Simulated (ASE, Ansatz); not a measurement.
A thermal frame of composition Li2ClF, cell Li24Cl12F12, brought to this temperature after a much hotter stage, at a temperature that wasn't checked against the liquidus, so perhaps supercooled [in the CHGNet run: it was liquid; mean temperature 846 K (target 840 K); density 1.45 g/cm³, volume -2 % from the start cell's], from MD with the machine-learned potential CHGNet 0.3.0 in ASE at 840 K. DFT level: PBE (plane waves, PAW; Ansatz, a program for electronic structure).

- plane-wave cutoff = 420 eV
- k-points = Γ only
- Fermi-Dirac width = 0.072 eV
- spin = not polarised; no spin-orbit coupling

A check of the k-sampling: on the last frame of the same run a denser mesh moved the PBE forces by 0.005 eV/Å rms, the static pressure by -0.02 GPa and the free energy by -1 meV/atom.

```xyz
48
Lattice="9.7983 0.0000 0.0000 0.0000 9.7983 0.0000 0.0000 0.0000 9.7983" Properties=species:S:1:pos:R:3 pbc="T T T"
Li     9.1233     7.4473     7.4795
Li     9.7268     3.5863     6.0065
Li     0.2760     3.5433     2.3447
Li     2.4903     2.7747     4.1693
Li    -4.3718     6.4004     2.6752
Li     3.7116     9.6065     4.7947
Li     3.0690     8.4062     9.7922
Li     8.1528     6.4557     3.6401
Li     3.6249    10.6015     2.2366
Li     2.9809    12.4063    -0.1678
Li     7.5396    11.9357    -3.1278
Li     5.7158     6.9015     9.8306
Li     5.0300     1.0632    -1.5300
Li     1.3506    -3.3922     5.0254
Li     0.6321    -0.2521     5.2014
Li     2.4968     0.4046    -2.6800
Li     8.5028     7.3815    11.0906
Li     9.3007     1.2788     3.2394
Li     5.8034     1.1401     4.9260
Li     9.4703    10.0680    -0.1730
Li     2.7153     5.7799     1.0704
Li     6.6625     5.5054     5.5507
Li    -1.3049     4.4138     8.8727
Li     3.0636     4.8954    -2.6218
F      1.9928     4.5813     5.8131
F      6.6665     6.9587     4.3560
F      4.7332     0.7477     3.5023
F      6.8531     6.1463     1.1433
F      3.4601     1.8597    -1.7097
F      8.4670     4.6319    -3.0607
F      6.0214     1.0617     6.6541
F      2.4522    10.4121     5.3259
F     10.5712     2.7144     4.1733
F      3.6934     6.8115     9.7511
F      9.9909    -2.0076     5.6335
F      8.8854    -2.0734    -0.4719
Cl     5.3287     5.2616    -2.5094
Cl     1.4416     9.9031     1.2759
Cl     3.4916     8.3947     6.9342
Cl     3.2003     7.2155     3.5351
Cl    -1.4287    -0.9084     3.0344
Cl     7.4961     2.9434     4.4811
Cl    10.2605     5.7233     2.4616
Cl     5.0127    -0.1606     0.6838
Cl     9.3355     0.9545     7.2118
Cl     3.4429     3.5620     1.9360
Cl     1.2844     4.7204    -0.5120
Cl     8.5042     2.4206     0.9032
```

Forces from the machine-learned potential CHGNet 0.3.0 on some atoms (eV/Å):

```json
[
 {"atom": "Li6", "Fx Fy Fz": "1.534 -1.751 -0.840"},
 {"atom": "Li19", "Fx Fy Fz": "0.321 0.306 -0.697"},
 {"atom": "F30", "Fx Fy Fz": "-0.081 0.112 0.643"},
 {"atom": "F31", "Fx Fy Fz": "0.001 0.108 0.577"},
 {"atom": "F34", "Fx Fy Fz": "0.626 -0.499 0.385"},
 {"atom": "Cl46", "Fx Fy Fz": "-0.046 -0.361 0.214"}
]
```

**Question.** Give the DFT forces on the same atoms (eV/Å), the static pressure (no kinetic part), the Kohn-Sham gap at the supercell's Γ point.

**Answer.** 
```json
[
 {"atom": "Li6", "Fx Fy Fz": "1.252 -1.699 -0.683"},
 {"atom": "Li19", "Fx Fy Fz": "0.406 0.221 -0.694"},
 {"atom": "F30", "Fx Fy Fz": "0.050 0.097 0.876"},
 {"atom": "F31", "Fx Fy Fz": "0.110 0.336 0.533"},
 {"atom": "F34", "Fx Fy Fz": "0.591 -0.493 0.700"},
 {"atom": "Cl46", "Fx Fy Fz": "-0.010 -0.429 0.310"}
]
```
- static pressure (no kinetic part) = -1.52 GPa
- Kohn-Sham gap at the supercell's Γ point = 4.04 eV
